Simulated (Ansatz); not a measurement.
## Eu under a change: Eu → Y

Base system: Eu in the bcc (W type) structure (space group Im-3m, No. 229; a = 4.233 Å; ferromagnetic).

Modification: full substitution Eu → Y; the structure is relaxed again.

Method: DFT with PBEsol, PAW potentials and a 420 eV plane-wave cutoff in Ansatz (an electronic-structure program), scalar-relativistic without spin-orbit coupling, earlier PAW set. k-mesh 16×16×16 (Γ-centred); smearing 0.05 eV (Fermi–Dirac), for the changed cell.

The density drops by 1.948 g/cm³, from 6.65 g/cm³ to 4.71 g/cm³ and the lattice parameter a decreases by 0.259 Å to 3.974 Å. The shortest interatomic distance shrinks by 0.225 Å (3.666 Å → 3.441 Å) and the band gap is still zero.

Final structure:

```
Y
1.0
   -1.98686     1.98686     1.98686
    1.98686    -1.98686     1.98686
    1.98686     1.98686    -1.98686
Y
1
Direct
  0.00000   0.00000   0.00000
```

Cost of the whole job for the changed cell (relaxation, final SCF and bands): about 30 core-seconds (a rough figure).

Other magnetic orders, which the real material may have, were not ruled out. The state of the 4f shell was not checked for lower solutions. Whether these cells are dynamically stable was not tested. As relaxed here, Y is a hypothetical phase, not in the database extracts checked. Spin-polarised in the final run: base; the other runs are not. Y has a high density of states at the Fermi level and may be magnetic at this level.
